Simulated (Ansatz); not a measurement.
For WSi (model structure, started from the CoSn type, P6/mmm, No. 191, 6 atoms in the cell), PBE in Ansatz (plane waves, PAW) gives:

| Quantity | Result |
|---|---|
| equilibrium lattice constant a | 5.366 Å |
| c axis length | 4.217 Å |

**Question.** What does PBE-D3(BJ) (Ansatz, a quantum-chemistry and plane-wave program, PAW) give for the same quantities?

**Answer.** 
- lattice constant a: 5.328 Å (falls by 0.7 %)
- lattice parameter c: 4.172 Å (decreases by 1.1 %)

Changes are worked out from the printed values.

Unless a cell is named, each level is at its own relaxed cell (PBE 17.53, PBE-D3(BJ) 17.10 Å³/atom).

Levels without +SOC leave out spin–orbit coupling, which shifts energies and cells of such heavy elements.

Ansatz's density-functional and Hartree–Fock values are scalar-relativistic unless marked +SOC, with PAW data made under PBE.

A model structure was made by putting elements into a prototype or built by hand; it is no filed structure, need not be a known phase, and can be a saddle point held by its symmetry.
